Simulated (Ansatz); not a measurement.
**Effective masses and thermopower of CaO under load (space group I4/mmm)**

Consider the following.

```yaml
crystal:
  lattice:
    - [0.00000, 2.37797, 2.41118]
    - [2.37797, 0.00000, 2.41118]
    - [2.37797, 2.37797, 0.00000]
  atoms:
    - { symbol: Ca, position: [0.00000, 0.00000, 0.00000] }
    - { symbol: O, position: [0.50000, 0.50000, 0.50000] }
```

Level of theory: r2SCAN, rigid bands (plane waves, PAW, scalar-relativistic; Ansatz, a quantum-chemistry and plane-wave program). Condition of this run: uniaxial stress along [001] of -2.2 GPa (compression positive) (the target of the relaxation). Geometry: cell and atoms relaxed with PBEsol, then loaded as said.

```yaml
band_gap: 4.17 eV
electron conductivity mass (300 K, dilute): 0.64 (x), 0.64 (y), 0.47 (z) mₑ
hole conductivity mass (300 K, dilute): 1.12 (x), 1.12 (y), 2.3 (z) mₑ
effective density of states N_c (300 K): 2.8e19 cm⁻³
effective density of states N_v (300 K): 1.2e20 cm⁻³
density_of_states_mass_electrons: 1.07 mₑ
density_of_states_mass_holes: 2.9 mₑ
Seebeck coefficient, n-type 1e19 cm⁻³, 300 K: -320 μV/K
best n-type power factor at 300 K for τ = 10 fs (best axis; densities from 1e16 to 1e21 cm⁻³ tried, whether or not they can be reached): 10.8 μW/(cm·K²) at 1e20 cm⁻³
Seebeck coefficient, p-type 1e19 cm⁻³, 300 K: 446 μV/K
```

Rigid bands; masses and Seebeck coefficients take one relaxation time τ for all states and one kind of carrier; polarons and phonon drag are left out. Spin-orbit coupling is left out; where it splits the top of the valence band, N_v and the p-type Seebeck coefficient come out somewhat high without it. Geometry: cell and atoms relaxed with PBEsol.
